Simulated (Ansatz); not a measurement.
**LaLuO₃ (model structure, started from the cubic perovskite type, Pm-3m, No. 221, 5 atoms in the cell)**

Level of theory: HSE06+SOC (Ansatz, a program for electronic structure, plane waves, PAW).

Numerical settings: plane-wave cutoff 460 eV, 6×6×6 k mesh, Fermi–Dirac smearing 0.01 eV, PAW data made under PBE.

Cell (relaxed with PBEsol):

```
LaLuO3
1.0
    4.19267     0.00000     0.00000
    0.00000     4.19267     0.00000
    0.00000     0.00000     4.19267
La Lu O
1 1 3
Direct
  0.00000   0.00000   0.00000
  0.50000   0.50000   0.50000
  0.00000   0.50000   0.50000
  0.50000   0.50000   0.00000
  0.50000   0.00000   0.50000
```

```json
{
  "band_gap": "2.99 eV (on the SCF k mesh) (direct)"
}
```

Note: the relaxation could raise the start's symmetry but not lower it, so the cell can be a saddle point; cell and atoms aren't relaxed at this level (pressure 2.8 GPa).

Computed values are for the static lattice.

It cost roughly 28 core-minutes of CPU time.

A model structure was made by putting elements into a prototype or built by hand; it is no filed structure, need not be a known phase, and can be a saddle point held by its symmetry.
